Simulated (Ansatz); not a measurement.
Candidates (primitive cells; geometry: cell and atoms relaxed with PBEsol):
A. YN (Fm-3m), a = b = c = 3.4339 Å, α = β = γ = 60.00°
B. La2O3 (P-3m1), a = 3.9061 Å, b = 3.9061 Å, c = 6.0402 Å, α = 90.00°, β = 90.00°, γ = 120.00°
C. CsH (Fm-3m), a = b = c = 4.4224 Å, α = β = γ = 60.00°
D. CsCl (Pm-3m), a = b = c = 4.0686 Å, α = β = γ = 90.00°
E. LiCl (Fm-3m), a = b = c = 3.5809 Å, α = β = γ = 60.00°

Q: Put the candidates in order of hole conductivity mass, lowest first, for r2SCAN, rigid bands (Ansatz, a first-principles code).

A: A (0.51 mₑ), C (0.76 mₑ), E (1.74 mₑ), B (2.2 mₑ), D (3.2 mₑ)

Masses are for dilute carriers at 300 K, harmonic means over directions unless an axis is named. Spin-orbit coupling is left out.

Formula and space group known from diffraction (Crystallography Open Database), not checked to be the room-temperature form: CsH (Fm-3m).
